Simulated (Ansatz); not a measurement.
Cell and atoms of amorphous Ga24O37Na2:

```xyz
63
Lattice="9.4815 0.0832 0.0536 0.0832 9.2037 -0.1127 0.0536 -0.1127 9.0352" Properties=species:S:1:pos:R:3 pbc="T T T"
Ga     1.5166     7.6328     5.2279
Ga     7.1491     8.2450     8.5269
Ga     4.8054     7.5719     6.3623
Ga     4.1610     2.8886     2.8670
Ga     9.3938     1.0738     1.9439
Ga     8.8120     5.4457     5.8650
Ga     5.7103     7.5307     1.8377
Ga     3.6574     5.6753     3.6198
Ga     9.0603     3.8414     0.4822
Ga     6.4119     0.8660     3.6286
Ga     3.2786     5.7801     8.5014
Ga     6.4664     1.5072     6.5736
Ga     0.3355     6.6277     8.3931
Ga     6.4615     2.0748     0.7034
Ga     8.5258     7.7372     3.6067
Ga     1.6795     3.2743     6.3308
Ga     5.5927     4.4282     5.5090
Ga     6.7580     5.2803     8.3268
Ga     3.7337     0.0544     0.0748
Ga     0.9600     3.7943     3.2696
Ga     4.0895     3.0363     8.2448
Ga     3.7304     1.0275     5.6203
Ga     9.3312     1.4299     5.1005
Ga     1.9964     7.6242     1.9735
O      9.4468     8.7525     4.9614
O      4.8609     4.8285     8.5427
O      0.4262     1.9550     6.6340
O      8.9264     5.1076     8.2044
O      7.1477     3.7798     0.4001
O      5.5617     8.9928     0.6570
O      4.4051     5.9417     5.4076
O      7.4398     1.6835     5.0029
O      2.5124     4.0811     7.8146
O      6.9603     6.6486     0.7931
O      8.9878     8.3077     8.5857
O      0.3270     2.0953     0.5174
O      7.0323     0.9971     8.2090
O      2.7728     4.1251     2.8405
O      4.6311     2.5114     1.0044
O      2.3922     0.0199     1.3101
O      0.6584     4.2351     5.0774
O      9.3976     4.6593     2.0853
O      6.4583     7.0732     7.2502
O      1.9576     6.6954     3.6490
O      7.1823     4.6350     6.4376
O      5.2911     4.2458     3.6540
O      0.1448     8.3520     2.2020
O      5.3812     0.0986     5.9445
O      0.5431     1.9218     3.4203
O      4.6343     1.2954     3.6513
O      3.0743     8.5147     5.5282
O      7.4479     1.4716     2.1669
O      2.8962     2.5575     5.1563
O      4.0855     6.7881     2.1760
O      1.7498     6.4255     0.4868
O      3.7320     7.5104     7.9406
O      8.1654     6.1249     4.2826
O      3.4891     1.2576     7.8041
O      5.2146     2.8957     6.6015
O      6.7141     8.2358     3.2840
O      0.7725     6.5202     6.5176
Na     7.2321     4.9029     2.5683
Na     1.0837     0.5081     8.1150
```

The numbers are results of PBE, scalar-relativistic without spin-orbit coupling (plane waves to 420 eV, PAW; Ansatz, a first-principles code), not measurements.

Preparation: random packing, a CHGNet melt and quench, and a DFT relaxation. O atoms were pushed apart under 1.9 Å during the dynamics, to hinder bonds among them. The hot cell started wider than the set density and was brought back towards it in steps. It is the lowest in DFT energy of 2 quenches. It is a model cell: composition and starting density were chosen by hand, and all elements were melted together. No dispersion term was used. Its density started from a set value of 4.87 and ended at 4.87 g/cm³. The simulated quench (nominally 330 K/ps over its main leg) is rapid and tends to freeze in more defects than a deposited or slowly cooled glass has. A cell of this size samples the disorder only roughly. The volume was held where the preparation left it and the shape relaxed, at a PBE pressure of 1.4 GPa. Stress components on the final sampling reach 1.5 GPa.

Neighbours within Ga-Ga 2.68 Å, Ga-O 2.36 Å, Ga-Na 3.17 Å, O-O 1.58 Å, O-Na 2.78 Å, Na-Na 3.65 Å count as bonded. Two cations that share two anions don't count as bonded, nor two that share one unless they lie closer than Ga-Ga 2.61 Å, Ga-Na 3.08 Å, Na-Na 3.55 Å.

Question: Give the coordination numbers, mean bond lengths and angles.

Answer: 
* **Mean coordination of Ga by anions**: 4.33 (17 with 4, 6 with 5, 1 with 6); 1 close contacts or bonds to cations besides
* **Mean coordination of O**: 3.08 (1 with 2, 32 with 3, 4 with 4)
* **Mean coordination of Na by anions**: 5.00 (2 with 5); 1 close contacts or bonds to cations besides
* **Mean Ga-O bond**: 1.917 Å (spread 0.093 Å, 104 counted)
* **Mean O-Na bond**: 2.366 Å (spread 0.161 Å, 10 counted)
* **Bond angle at Ga**: mean 107.7°, spread 20.6°
* **Bond angle at O**: mean 114.4°, spread 13.9°
* **Bond angle at Na**: mean 98.6°, spread 30.4°

Question: Which atoms depart from the most common coordination of their element?

Answer: Ga2 has 5 (O35 1.84 Å, O43 1.87 Å, O37 2.00 Å, O30 2.03 Å, O34 2.15 Å); Ga3 has 5 (O56 1.91 Å, O48 1.93 Å, O31 1.93 Å, O43 1.94 Å, O51 2.14 Å); Ga5 has 5 (O36 1.81 Å, O47 1.90 Å, O49 1.90 Å, O52 2.00 Å, Na63 3.05 Å); Ga8 has 5 (O54 1.87 Å, O38 1.95 Å, O31 1.96 Å, O44 1.98 Å, O46 2.17 Å); Ga18 has 6 (O26 1.96 Å, O34 1.97 Å, O29 2.01 Å, O45 2.04 Å, O43 2.11 Å, O28 2.18 Å); Ga21 has 5 (O58 1.93 Å, O33 1.94 Å, O26 1.97 Å, O39 2.00 Å, O59 2.00 Å); Ga22 has 5 (O53 1.80 Å, O51 1.87 Å, O48 1.92 Å, O50 2.18 Å, O58 2.21 Å); Ga24 has 5 (O40 1.84 Å, O44 1.92 Å, O55 1.93 Å, O47 2.00 Å, O54 2.26 Å); O29 has 4 (Ga14 1.86 Å, Ga9 1.92 Å, Ga18 2.01 Å, Na62 2.44 Å); O34 has 4 (Ga7 1.85 Å, Ga18 1.97 Å, Ga2 2.15 Å, Na62 2.50 Å); O46 has 4 (Ga17 1.89 Å, Ga4 1.93 Å, Ga8 2.17 Å, Na62 2.32 Å); O53 has 2 (Ga22 1.80 Å, Ga16 1.84 Å); O58 has 4 (Ga19 1.88 Å, Ga21 1.93 Å, Ga22 2.21 Å, Na63 2.54 Å); Na63 has 6 (O27 2.17 Å, O36 2.18 Å, O35 2.29 Å, O58 2.54 Å, O40 2.68 Å, Ga5 3.05 Å).

Question: List the pairs of like atoms that count as bonded by the rules above.

Answer: There are none by these rules.
